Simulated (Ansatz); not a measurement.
Sn: energy against strain

Sn (diamond, Fd-3m, 34.969 Å³/atom and stress up to 0.01 GPa in the relaxed cell) under an equal strain ε in the (001) plane with the normal axis free, as in a coherent film. PBEsol in Ansatz, a plane-wave DFT program (PAW, default set), 420 eV, 15×15×15 Γ-centred mesh, Fermi-Dirac smearing 0.10 eV; ions are relaxed, or left where forces stay under 0.02 eV/Å, within the symmetry of each cell.

Here s stands for strain and y for E less E0.

| strain (%) | E less E0 (meV/atom) |
|---|---|
| -1.50 | 3.09 |
| -1.00 | 1.34 |
| -0.50 | 0.32 |
| 0.00 | 0.00 |
| 0.50 | 0.35 |
| 1.00 | 1.36 |
| 1.50 | 2.99 |
| 3.00 | ? |

Fit y of the 7 rows that show it with a parabola. Least squares gives y = -0.002 - 0.0164·s + 1.3519·s². Residuals (row less fit): 0.026, -0.026, -0.024, 0.002, 0.022, 0.026, -0.025; standard error 0.031 (degrees of freedom: 4). The quadratic coefficient over the volume, 1.3519 meV × 10⁴ × 0.1602 / 34.969 Å³, is the biaxial elastic modulus of this plane = 61.9 ± 0.6 GPa (± standard error of the fit, which holds the terms cut off).

### Question
Predict the withheld y at s = 3.00 from the fit, and compare with the calculation.

### Answer
y = -0.002 - 0.0164 × 3.0 + 1.3519 × 3.0² = 12.116 meV/atom. The calculation gives 11.42 meV/atom, 0.696 meV/atom below the prediction (6.1 % of the range of y in the table). The row lies outside the fitted rows, so this is an extrapolation. From the scatter of the fitted rows alone, a prediction at this place has a standard error of 0.117 meV/atom, so the miss is 5.9 times that.

A polynomial of degree 3 through the 12 other runs of the series gives 11.41 there, so most of the miss is curvature that the fit leaves out. This level leaves no gap over 0.05 eV at strain -1.50, -1.00, -0.50, 0.00, 0.50, 1.00, 1.50, 3.00 %. Sn is here grey tin, stable below 13 °C. Rows are the converged runs of the series near zero and its far end; series whose fitted rows scatter by over a few per cent of the range, as at a crossing or softening among them, aren't shown in this form, nor equations of state whose B0' disagrees with the runs' pressures. Most that stay on the fit to the last digits aren't either.
